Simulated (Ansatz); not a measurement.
MoSi (P-6m2, No. 187, 2 atoms in the cell; start mp-972845) was calculated with PBEsol in Ansatz (plane waves, PAW).

Output (set-up and result lines):

```
Relaxation: its limit of steps is 80 (relax.max_steps)
Crystal: 2 atoms, lattice volume = 28.494 Å³
Basis set: ecut = 520 eV, 781 PW (Γ), exchange–correlation on 48×48×54 points (8 copies of the dense FFT grid, shifted against one another)
Bands: 13, of which v1, the nominal top of the filled ones, is band 9 counted from 1 (8 counted from 0)
Symmetry: 12 space group operations
Space group: P-6m2 (ITA 187), of the structure as read, at distance tolerance 3.1e-5 Å
k-points: 549 of 9216 (time reversal used)
Functional: x = pbesol(κ = 0.804, μ = 0.12345679012345678), c = pbesol(β = 0.046)
SCF iter   1: F=—  HF=-5519.660019 eV  |F-HF|=—  |Δ(HF+E_count)|=         —  Δρ=8.61e-3  dr2=1.65e-2
SCF iter   2: F=—  HF=-5519.657638 eV  |F-HF|=—  |Δ(HF+E_count)|=   2.38e-3  Δρ=4.99e-3  dr2=5.99e-3
  ...
SCF 1 converged in 6 iterations: F = -5519.656421 eV  dr2 = 2.87e-10
Crystal: 2 atoms, lattice volume = 28.494 Å³
Initial density: handed on by an earlier stage of this run
SCF 2 converged in 6 iterations: F = -5519.656876 eV  dr2 = 5.45e-12
Crystal: 2 atoms, lattice volume = 28.494 Å³
SCF iter   7: F=-5519.656877 eV  HF=-5519.656877 eV  |F-HF|=0.00e0  |Δ(HF+E_count)|=  9.09e-13  Δρ=1.02e-9  dr2=1.07e-16
SCF iter   8: F=-5519.656877 eV  HF=-5519.656877 eV  |F-HF|=2.73e-12  |Δ(HF+E_count)|=    0.00e0  Δρ=2.90e-10  dr2=6.40e-18
SCF 3 converged in 8 iterations: F = -5519.656877 eV  dr2 = 6.40e-18
SCF converged after 8 iterations
Free energy (F): -5519.656877 eV
Internal energy: -5519.650446 eV  (E = F + TS)
E sigma→0 (E₀):  -5519.653661 eV
Fermi energy:    16.238218 eV
--- Stress (GPa, compression-positive) ---
        4.363308       0.000000       0.000000
        0.000000       4.363308      -0.000000
        0.000000      -0.000000       4.340094
  P = ⅓ Tr σ = 4.3556 GPa (43.556 kbar)
```

Write an input file that could have produced this run (the log leaves some choices open).

One answer among several that fit: 
Ansatz 0.2 input:
```yaml
crystal:
  lattice:
    - [3.0773854537, 0.0, 0.0]
    - [-1.5386927269, 2.6650939802, 0.0]
    - [0.0, 0.0, 3.4742059338]
  atoms:
    - { symbol: Si, position: [0.0, 0.0, 0.0] }
    - { symbol: Mo, position: [0.3333333333, 0.6666666667, 0.5] }
basis:
  ecutwfc: 520
  ecutrho_ratio: 4
  xc_grid: 2
kpoints:
  mp_grid: { grid: [24, 24, 16] }
hamiltonian:
  xc: pbesol
  dispersion: none
  pseudopotentials: { kind: paw }
scf:
  occupations: { method: fermi_dirac, width: 0.05 }
output:
  forces: true
  stress: true
  eigenvalues: true
relax:
  f_tol: 0.004
  escape_saddle: false
  max_steps: 80
  cell: { stress_tol: 0.02, fix: [volume] }
```

The cell is one volume of an energy–volume scan, off the minimum.

The PAW data were made under PBE.

Note: the run has no spin polarisation, so it can have missed a magnetic state. Note: the relaxation could not lower the start's symmetry, so the cell can be a saddle point above a distorted one.

The result took roughly 70 core-seconds.

A start named mp-… is a Materials Project structure, which need not be a measured phase.

Ansatz is a quantum-chemistry and plane-wave program.
